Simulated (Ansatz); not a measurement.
**Lattice constant a of Mg2O (model structure, started from the Ca2N type, R-3m, No. 166, 3 atoms in the cell) at several levels of theory**

No measured value is used here.

```tsv
level (code)	value (Å)
LDA (Ansatz)	3.006
PBE (Ansatz)	3.077
PBEsol (Ansatz)	3.049
PBE-D3(BJ) (Ansatz)	3.033
r²SCAN (Ansatz)	3.038
r²SCAN+rVV10 (Ansatz)	3.031
```

Cutoffs differ between the levels. Ansatz's density-functional and Hartree–Fock values are scalar-relativistic unless marked +SOC, with PAW data made under PBE.

A model structure was made by putting elements into a prototype or built by hand; it is no filed structure, need not be a known phase, and can be a saddle point held by its symmetry.

Ansatz is a first-principles code.
